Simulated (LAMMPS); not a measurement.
System: a melt of Cu (fcc) with 75 % of Cu sites Pt, 2048 atoms, cooled from 2620 K to 300 K at 1e+12 K/s, at zero pressure.

Computed with classical MD, pair style eam, the elements' _u3.eam files (universal-3 set of Foiles, Baskes and Daw); code LAMMPS.

Problem. Predict the state found, the coordination number of Cu by Pt, the coordination number of Pt by Pt, the enthalpy per atom, the first peak of g(r), Cu-Cu.

Solution. state found: glass; coordination number of Cu by Pt: 10.1 (counted to 3.46 Å); coordination number of Pt by Pt: 10.1 (counted to 3.62 Å); enthalpy per atom: -5.171 eV/atom (one sample); first peak of g(r), Cu-Cu: 2.53 Å, height 2.6.
